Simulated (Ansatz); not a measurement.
Hypothetical diamond Sb: pressure series

Consider Sb in the diamond structure (space group Fd-3m, No. 227; a = 6.8672 Å; a hypothetical phase, not in the database extracts checked).

Cell and atoms are relaxed at each pressure.

Calculations: PBEsol in Ansatz (plane waves to 420 eV, PAW, no spin-orbit coupling).

```tsv
pressure (GPa)	volume per atom (Å³/atom)
-2	43.246
-1	41.761
0	40.481
0.3	40.136
0.7	39.697
1.5	?
5	36.082
7.5	34.591
10	33.358
```

Q: Fit the third-order Birch–Murnaghan form P(V) = (3B₀/2)[(V₀/V)^(7/3) − (V₀/V)^(5/3)]·[1 + (3/4)(B₀′ − 4)((V₀/V)^(2/3) − 1)] (squares taken in P) to the rows shown and predict the withheld row.

A: Least squares on the printed values gives V₀ = 40.471 Å³/atom, B₀ = 34.3 GPa, B₀′ = 4.2; this predicts 38.877 Å³/atom, and the run gives 38.889 Å³/atom, 0.012 higher.

Load acts through the strain it causes; cell and atoms are relaxed under it. Stability against distortions was not tested. No other phases were tried under pressure.

Ansatz is a quantum-chemistry and plane-wave program.
